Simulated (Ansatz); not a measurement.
# Response to strain in CdS

The reference is CdS in the zinc blende structure (space group F-43m, No. 216; a = 5.825 Å). Axes: x, y, z lie along the cube axes.

Strains are applied to the cell and any free atomic positions relax; under biaxial strain the out-of-plane vector relaxes too; under stress the whole cell relaxes.

Level of theory: PBEsol (Ansatz, a program for electronic structure; PAW; 420 eV plane waves; spin-orbit coupling left out), earlier PAW set.

Candidates:
(a) uniaxial strain ε_yy = +2.57 %
(b) isotropic strain +1.32 %
(c) biaxial strain +4.19 %, plane normal [001], relaxed out of plane
(d) uniaxial stress, 2 GPa tension along z

Notes on the quantities. energy relative to the base: free energy F.

### Question
Order them by energy relative to the base, highest first.

### Answer
(c) biaxial strain +4.19 %, plane normal [001], relaxed out of plane (+12 meV/atom), (d) uniaxial stress, 2 GPa tension along z (+8.4 meV/atom), (b) isotropic strain +1.32 % (+7.1 meV/atom), (a) uniaxial strain ε_yy = +2.57 % (+3.7 meV/atom)

Stability under load was not tested beyond the relaxation.
